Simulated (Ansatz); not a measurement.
Reference: LuAu (Pm-3m), PBEsol, DFPT electron-phonon coupling, linearised Boltzmann equation (plane waves, PAW, scalar-relativistic; Ansatz, a first-principles code); geometry: relaxed with this functional, without spin-orbit coupling.

AuLu is modelled in the cubic space group Pm-3m (No. 221), the CsCl type structure, Pearson symbol cP2. Cell: a = 3.479 Å, b = 3.479 Å, c = 3.479 Å, α = 90.00°, β = 90.00°, γ = 90.00°. Lu on 1b is coordinated by 8 Au at 3.013 Å and 6 Lu at 3.479 Å. Au on 1a sees 8 Lu at 3.013 Å and 6 Au at 3.479 Å. (Neighbours: up to the widest gap in distance over summed covalent radii, below 1.35, at either atom.)

| Quantity | Result |
|---|---|
| resistivity at 300 K | 18.8 μΩ·cm |

### Question
Replace Lu by Mg on the same sites and relax. What happens?

### Answer
MgAu (Pm-3m): volume per atom 21.0 to 17.3 Å³; resistivity at 300 K falls (18.8 μΩ·cm to 5.7 μΩ·cm).

### Question
Swap Au for Pd, keeping the structure type. How do these values move?

### Answer
LuPd (Pm-3m): volume per atom 21.0 to 19.5 Å³; resistivity at 300 K falls (18.8 μΩ·cm to 8.3 μΩ·cm).

### Question
Swap Au for Hg, keeping the structure type. How do these values move?

### Answer
LuHg (Pm-3m): volume per atom 21.0 to 23.1 Å³; resistivity at 300 K rises (18.8 μΩ·cm to 25 μΩ·cm).

Moves up to 13 % count as about the same. Metals; harmonic phonons alone scatter; means over directions. Halving the electron mesh moves these values by up to 9 %; q meshes are mostly untested. Some of the runs warned that the eigensolver left states short of its tolerance. Spin-orbit coupling is left out.

Formula and space group known from diffraction (Crystallography Open Database), not checked to be the room-temperature form: LuAu (Pm-3m), LuHg (Pm-3m), LuPd (Pm-3m), MgAu (Pm-3m). The missing spin-orbit coupling matters most for LuAu (Pm-3m), LuHg (Pm-3m), LuPd (Pm-3m), MgAu (Pm-3m).
